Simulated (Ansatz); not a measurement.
The parent structure is MgB2 (space group P6/mmm, No. 191; relaxed with 0.1 eV smearing).

```yaml
crystal:
  lattice:
    - [3.07530, 0.00000, 0.00000]
    - [-1.53765, 2.66329, 0.00000]
    - [0.00000, 0.00000, 3.52482]
  atoms:
    - { symbol: Mg, position: [0.00000, 0.00000, 0.00000] }
    - { symbol: B, position: [0.66667, 0.33333, 0.50000] }
    - { symbol: B, position: [0.33333, 0.66667, 0.50000] }
```

Cartesian axes are those of the cell as printed.

All numbers come from Ansatz (a first-principles code) PBE, no spin-orbit coupling.

Before the change:

The pressure is 0.0 GPa and the band gap comes out as zero. The shortest interatomic distance is 1.776 Å.

It is then changed as follows: uniaxial strain ε_zz = +2.50 %, all other strain components held at zero; the atoms relax in the strained cell.

### Question
What does the calculation give for the energy relative to the base, pressure, band gap and shortest interatomic distance after the change?

### Answer
The energy grows by 4.9 meV/atom; the pressure (mean of the normal stresses, compression positive) goes from zero to -2.6 GPa; the band gap stays zero; the shortest interatomic distance remains 1.776 Å.

Stability against distortions was not tested. The final runs are not spin-polarised.
